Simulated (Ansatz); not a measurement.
The parent structure is ZnAu in the CsCl type structure (space group Pm-3m, No. 221; a = 3.129 Å). Axes: x, y, z lie along the cube axes.

All numbers come from PBEsol/PAW in Ansatz (a first-principles code), no spin-orbit coupling.

Before the change:

| Property | Result |
|---|---|
| Shortest interatomic distance | 2.709 Å |
| Band gap | zero |

The change: a free-standing slab of 2 layers (4 atoms, 2 a layer) is cut normal to [110], with 15 Å of vacuum and the in-plane cell held at bulk.

### Question
Estimate the effect on the excess energy per area of both faces.

### Answer
The excess energy per area of both faces (slab less bulk energy over the cell's area: twice a surface energy) amounts to 1.87 J/m² (uncertain by up to 0.05 J/m²).

### Question
Estimate the effect on the shortest interatomic distance.

### Answer
The shortest interatomic distance hardly moves (2.709 Å against 2.710 Å).

### Question
Estimate the effect on the band gap.

### Answer
The band gap is still zero.

Slab and bulk use different k-meshes, which limits the precision of the excess energy. Whether these cells are dynamically stable was not tested.
